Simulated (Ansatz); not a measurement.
Start from KMgF3 in the cubic perovskite structure (space group Pm-3m, No. 221; a = 3.991 Å).

Calculations: DFT with PBEsol, PAW potentials and a 420 eV plane-wave cutoff in Ansatz (a quantum-chemistry and plane-wave program), scalar-relativistic without spin-orbit coupling.

One change was made to it. Results:

```
quantity                        base            after
-------------------  ---------------  ---------------
smallest direct gap          7.44 eV          7.51 eV
gap character        indirect, R → Γ  indirect, R → Γ
electron mass         0.51 mₑ (at Γ)   0.51 mₑ (at Γ)
volume per atom             12.72 Å³         12.60 Å³
```

Question: Name the change that was made.
A. pressure 7.5 GPa
B. pressure 0.7 GPa
C. pressure 10 GPa

Answer: B, pressure 0.7 GPa. For comparison, the smallest direct gap in the other runs: pressure 7.5 GPa gives 8.09 eV; pressure 10 GPa gives 8.28 eV.

Load acts through the strain it causes; cell and atoms are relaxed under it. Effective masses come from finite differences of ±0.01 Å⁻¹. No phonon test of stability was made. Competing high-pressure phases were not computed.
